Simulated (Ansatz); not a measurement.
## Response to strain in HfN

Base system: HfN in the rock salt structure (space group Fm-3m, No. 225; relaxed with 0.1 eV smearing).

```
CELL_PARAMETERS angstrom
      0.00000     2.25092     2.25092
      2.25092     0.00000     2.25092
      2.25092     2.25092     0.00000
ATOMIC_POSITIONS crystal
  Hf 0.00000 0.00000 0.00000
  N  0.50000 0.50000 0.50000
```

Cartesian axes are those of the cell as printed.

Strains are applied to the cell and any free atomic positions relax; under biaxial strain the out-of-plane vector relaxes too.

Calculations: Ansatz (an electronic-structure program), PBEsol, PAW, cutoff 420 eV, without spin-orbit coupling.

Candidates:
(a) biaxial strain +1.50 %, plane normal [001], relaxed out of plane
(b) biaxial strain −1.50 %, plane normal [001], relaxed out of plane
(c) biaxial strain −2.50 %, plane normal [001], relaxed out of plane
(d) biaxial strain +2.50 %, plane normal [001], relaxed out of plane
(e) biaxial strain −2.00 %, plane normal [001], relaxed out of plane

Q: Order them by out-of-plane strain, lowest first.

A: (d) biaxial strain +2.50 %, plane normal [001], relaxed out of plane (-0.85 %), (a) biaxial strain +1.50 %, plane normal [001], relaxed out of plane (-0.51 %), (b) biaxial strain −1.50 %, plane normal [001], relaxed out of plane (+0.53 %), (e) biaxial strain −2.00 %, plane normal [001], relaxed out of plane (+0.72 %), (c) biaxial strain −2.50 %, plane normal [001], relaxed out of plane (+0.90 %)

No phonon test of stability was made. All final runs are without spin polarisation. An odd electron count without spin: HfN.
